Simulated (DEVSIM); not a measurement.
Schottky contact on p-type Si

Device: Schottky contact on p-type Si, at 350 K.

```csv
layer (left to right),material,thickness (μm),Na (cm⁻³),τn (s),τp (s)
1,Si,16.0,7.4e16,0.00028,0.00028
```

Left contact: Schottky, work function 4.534 eV, emission velocity 3.7e6 cm/s. Right contact: ohmic. Voltage is applied to the left contact. Recombination: SRH at mid-gap. Mobility is constant in doping.

This is a model device: material constants are rounded textbook-type values typed into the input, and sizes, dopings and lifetimes were drawn at random. Values at 300 K; Nc and Nv go as T^1.5, mobilities as T to minus their exponent, the gap by Varshni's rule with the affinity fixed.

| parameter | Si |
|---|---|
| gap (eV) | 1.124 |
| affinity (eV) | 4.05 |
| permittivity | 11.7 |
| Nc (cm⁻³) | 2.86e19 |
| Nv (cm⁻³) | 3.1e19 |
| μn (cm²/Vs) | 1417 |
| μp (cm²/Vs) | 470 |
| T exponent of μn | 2.3 |
| T exponent of μp | 2.2 |
| Varshni α (eV/K) | 0.000473 |
| Varshni β (K) | 636 |

Model (solved in DEVSIM): 1D drift-diffusion, Boltzmann statistics, complete ionisation; no tunnelling, impact ionisation, image-force lowering or self-heating. Metal contacts follow the ideal Schottky-Mott rule: no Fermi-level pinning, no interface dipoles.

```
Property                                           Result
---------------------------------------------  ----------
Potential step across the device at zero bias     0.438 V
Largest field in the device at zero bias       96000 V/cm
Dark forward voltage at 1 A/cm²                   0.121 V
Dark forward voltage at 100 A/cm²                 0.300 V
```

Dark forward current:

| V (V) | J (A/cm²) |
|---|---|
| -0.05 | -0.082 |
| -0.10 | -0.51 |
| -0.15 | -2.6 |
| -0.20 | -12 |
| -0.25 | -42 |
| -0.30 | -100 |
| -0.35 | -180 |
| -0.40 | -270 |
| -0.45 | -370 |
| -0.50 | -480 |
| -0.55 | -580 |
| -0.60 | -690 |
| -0.65 | -810 |
| -0.70 | -920 |
| -0.75 | -1000 |
| -0.80 | -1200 |
| -0.85 | -1300 |
| -0.90 | -1400 |
| -0.95 | -1500 |
| -1.00 | -1600 |
| -1.05 | -1700 |
| -1.10 | -1900 |
| -1.15 | -2000 |
| -1.20 | -2100 |

Small-signal capacitance in reverse bias (quasi-static):

| V (V) | C (nF/cm²) |
|---|---|
| 0.2 | 101 |
| 0.5 | 82.3 |
| 1 | 66.1 |
| 1.5 | 56.8 |
| 2 | 50.5 |
